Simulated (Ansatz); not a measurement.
The reference is MgTe in the wurtzite structure (space group P6_3mc, No. 186; a = 4.609 Å, c = 7.500 Å). Axes: x lies along a and z along c of the hexagonal cell.

All numbers come from PBE/PAW in Ansatz (a program for electronic structure), spin-orbit coupling left out.

For the base:

The pressure is -0.01 GPa.

One thing is altered: uniaxial strain ε_zz = −2.40 %, all other strain components held at zero; the atoms relax in the strained cell.

Q: What happens to the pressure?

A: The pressure (mean of the normal stresses, compression positive) rises by 0.85 GPa, from -0.01 GPa to 0.84 GPa.

Q: Estimate the effect on the largest internal atomic displacement.

A: The largest internal atomic displacement amounts to 0.019 Å.

Whether these cells are dynamically stable was not tested.
